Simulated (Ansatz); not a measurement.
Consider SnO₂ in the rutile structure (space group P4_2/mnm, No. 136).

```
SnO2
1.0
    4.76918     0.00000     0.00000
    0.00000     4.76918     0.00000
    0.00000     0.00000     3.21200
Sn O
2 4
Cartesian
  0.00000   0.00000   0.00000
  2.38459   2.38459   1.60600
  1.46067   1.46067   0.00000
  3.84526   0.92392   1.60600
  0.92392   3.84526   1.60600
  3.30851   3.30851   0.00000
```

Calculations: Ansatz (a program for electronic structure) PBEsol, no spin-orbit coupling.

For the base:

The electron mass comes out as 0.17 mₑ along c, 0.19 mₑ across (at Γ) and the pressure is 0.0 kbar. The valence-band top at Γ comes out as 0.00, -0.77, -0.77 eV.

One thing is altered: the cell is scaled by 0.9940 in all directions, atoms relaxed at fixed cell.

Question: What happens to the electron mass, pressure, valence-band top at Γ and mean gap deformation potential ΔEg/Δln V?

Answer: The electron mass goes from 0.17 mₑ along c, 0.19 mₑ across (at Γ) to 0.18 mₑ along c, 0.20 mₑ across (at Γ); the pressure (mean of the normal stresses, compression positive) goes from zero to 36.9 kbar; the valence-band top at Γ (three highest levels, from the VBM) goes from 0.00, -0.77, -0.77 eV to 0.00, -0.79, -0.79 eV; the mean gap deformation potential ΔEg/Δln V amounts to -10.9 eV.

The cells carry an imposed strain or load. Masses are band curvatures over ±0.01 Å⁻¹ around the edge. Stability against distortions was not tested.
